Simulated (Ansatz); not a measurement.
Consider GaN in the wurtzite structure (space group P6_3mc, No. 186; a = 3.183 Å, c = 5.184 Å).

The change: the cell is scaled by 1.0411 in all directions; the atoms relax in the strained cell.

Levels (all Ansatz, a first-principles code, PAW, earlier PAW set): r2SCAN (500 eV, scalar-relativistic without spin-orbit coupling); HSE06 (420 eV, no spin-orbit coupling).

The geometry is relaxed with r2SCAN.

| Quantity | Value |
|---|---|
| r2SCAN lowest conduction level above the VBM at special points | Γ 1.51 eV; A 3.97 eV; L 4.47 eV |

Question: What does HSE06 give at this geometry for the lowest conduction level above the VBM at special points?

Answer: The lowest conduction level above the VBM at special points goes from Γ 1.51 eV; A 3.97 eV; L 4.47 eV to Γ 2.27 eV; A 4.80 eV; L 5.22 eV.

Single points use the geometry relaxed with r2SCAN. The levels and masses belong to the bands next to the band gap. No phonon test of stability was made.
